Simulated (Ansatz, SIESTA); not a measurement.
Code comparison for BaIn₄ (I4/mmm, 5 atoms in the cell)

Relaxation of cell and atoms.

```
BaIn4
1.0
   -2.57318     2.57318     6.17382
    2.57318    -2.57318     6.17382
    2.57318     2.57318    -6.17382
Ba In
1 4
Direct
  0.00000   0.00000   0.00000
  0.75000   0.25000   0.50000
  0.25000   0.75000   0.50000
  0.61779   0.61779   0.00000
  0.38221   0.38221   0.00000
```

Shared settings, as Ansatz (a quantum-chemistry and plane-wave program) writes them: kpoints.mp_grid.grid = 5 5 5; scf.occupations.method = gaussian; scf.occupations.width = 0.02 Ry. Potentials and cutoffs stand in the table.

| code | model | final volume (Å³/atom) | cutoff |
|---|---|---|---|
| SIESTA | GGA PBEsol, numerical atomic orbitals DZP, PseudoDojo PBEsol standard norm-conserving potentials (rewritten from UPF to PSML) | 30.92 | grid 300 Ry |
| Ansatz | PBEsol, PAW files made with PBE | 29.32 | default |

The spread over the programs that give each value: final volume within 1.60 Å³/atom.

SIESTA uses small atom-centred bases, whose incompleteness enters pressures, forces and empty levels differently from a plane-wave cutoff. The programs treat the finite-basis stress differently while the cell relaxes: Ansatz adds an estimate of it.

The starting cell comes from a database of computed structures (which also holds hypothetical and non-ambient phases and stackings), without a prior relaxation at this level. Its lattice was rescaled by a random factor within 2.5 % of one.

Keys are those of Ansatz 0.2.
